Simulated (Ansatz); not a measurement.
Consider ZnSe in the zinc blende structure (space group F-43m, No. 216; a = 5.633 Å). Axes: x, y, z lie along the cube axes.

Calculations: PBEsol, PAW, 420 eV (Ansatz, a first-principles code; no spin-orbit coupling).

For the base:

| Property | Result |
|---|---|
| Electron mass | 0.091 mₑ (at Γ) |
| Band gap | 1.24 eV |
| Pressure | 0.00 GPa |
| Valence-band top at Γ | 0.00, 0.00, 0.00 eV |

The change: the cell is compressed by 2.00 % along z with no lateral relaxation; the atoms relax in the strained cell.

**Question.** What happens to the electron mass, band gap, pressure and valence-band top at Γ?

**Answer.** The electron mass changes from 0.091 mₑ (at Γ) to 0.095 mₑ (at Γ); the band gap goes up by 0.03 eV (1.24 eV → 1.27 eV); the pressure (mean of the normal stresses, compression positive) goes from zero to 1.37 GPa; the valence-band top at Γ (three highest levels, from the VBM) goes from 0.00, 0.00, 0.00 eV to 0.00, -0.07, -0.07 eV.

Effective masses come from finite differences of ±0.01 Å⁻¹. Whether these cells are dynamically stable was not tested.
